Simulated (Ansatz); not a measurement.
# Al_Ti (rock-salt TiC host)

Method: PBE, PAW (plane waves to 420 eV; Ansatz, a program for electronic structure). Set-up: 64-site cell; 4×4×4 shifted k-points; start: the Ti site; no Hubbard U; not converged in cell size; the relaxation kept the symmetry of the starting site.

Neighbours after relaxation, in Å: of the Al atom: C 2.17, C 2.17, C 2.17, C 2.17, C 2.17, C 2.17.

Formation energies E_f are those of the neutral cell. Chemical conditions: C-rich (Δμ(Ti) = -1.66 eV, Δμ(Al) = -0.16 eV, bounded by Al4C3 (R-3m); only phases computed here count, gases as isolated molecules at 0 K); Ti-rich (Δμ(Ti) = -0.33 eV, Δμ(Al) = -0.87 eV, bounded by Ti2C (Fd-3m), Ti2AlC (P6_3/mmc); only phases computed here count, gases as isolated molecules at 0 K). Reference phases: Al: fcc Al, Ti: hcp Ti.

```csv
charge,moment (μB),point group,largest move off a lattice site (Å),"E_f, C-rich (eV)","E_f, Ti-rich (eV)"
0,not spin-polarised,Oh,0.01,1.83,3.87
```

Point groups are those of the whole cell at tolerances of 0.03 and 0.1 Å ("near" where only the looser one holds); none is given for unsettled states.

All states together cost around 2.5 core-minutes (rough).
